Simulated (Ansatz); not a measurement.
**Sensitivity of a calculation on Ge2Sb2Te5 (P1, 9 atoms in the cell) to its settings**

```yaml
crystal:
  lattice:
    - [4.26483, 0.00000, 0.00000]
    - [-2.13241, 3.69345, 0.00000]
    - [0.00000, 0.00000, 17.99911]
  atoms:
    - { symbol: Ge, position: [0.99296, 0.98359, 0.33234] }
    - { symbol: Ge, position: [0.00768, 0.00510, 0.66878] }
    - { symbol: Sb, position: [0.32830, 0.66258, 0.11295] }
    - { symbol: Sb, position: [0.67073, 0.33731, 0.88659] }
    - { symbol: Te, position: [0.00887, 0.00725, 0.99958] }
    - { symbol: Te, position: [0.33196, 0.66585, 0.79146] }
    - { symbol: Te, position: [0.66841, 0.33941, 0.20828] }
    - { symbol: Te, position: [0.33103, 0.66433, 0.40975] }
    - { symbol: Te, position: [0.66007, 0.33457, 0.59027] }
```

Base run A: PBEsol, PAW files made with PBE (Ansatz, an electronic-structure program), self-consistent single point.

Its settings: basis.ecutwfc = 420 eV; kpoints.mp_grid.grid = 5 5 1; hamiltonian.xc = pbesol; hamiltonian.pseudopotentials = {kind: paw} (the program's default PAW files); scf.occupations.method = methfessel_paxton; scf.occupations.width = 0.1 eV.

The starting cell comes from a database of computed structures (which also holds hypothetical and non-ambient phases and stackings), without a prior relaxation at this level. Its atoms were displaced at random from the sites of space group no. 164. Spin-orbit coupling is off. Ansatz's pressure includes its estimate of the finite-basis (Pulay) stress. A gap is left out here, as mesh or smearing make it unsure.

ΔF is the free energy per atom less that of run A. 

Runs C sample the zone with one or two k-points, far too few for so small a cell.

```tsv
run	change	ΔF (meV/atom)	pressure (GPa)	largest force (eV/Å)	k-points
A	base	0.00	-2.25	0.243	13
B	scf.convergence.dr2_threshold: default (1e-07 eV) → 0.0001 eV	0.00	-2.25	0.243	13
C	kpoints.mp_grid.grid: 5 5 1 → 2 2 1; kpoints.mp_grid.shift: default → 0.5 0.5 0.5	-78.0	-2.94	0.381	2
D	scf.mixing.preconditioner: default (the program chose LDOS) → kerker; scf.mixing.q_tf: default → 0.2	0.00	-2.25	0.243	13
E	scf.mixing.algorithm: default (the program chose MSR1) → broyden; scf.mixing.beta: default → 0.1	0.00	-2.25	0.243	13
F	scf.mixing.algorithm: default (the program chose MSR1) → broyden	0.00	-2.25	0.243	13
```

Run C against A: The free energy falls by 78.0 meV/atom, the pressure goes from -2.25 to -2.94 GPa and the largest force goes from 0.243 to 0.381 eV/Å.

Run E against A: The free energy stays essentially unchanged (within 1 meV/atom), the pressure stays at -2.25 GPa and the largest force stays at 0.243 eV/Å.

Keys are those of Ansatz 0.2.
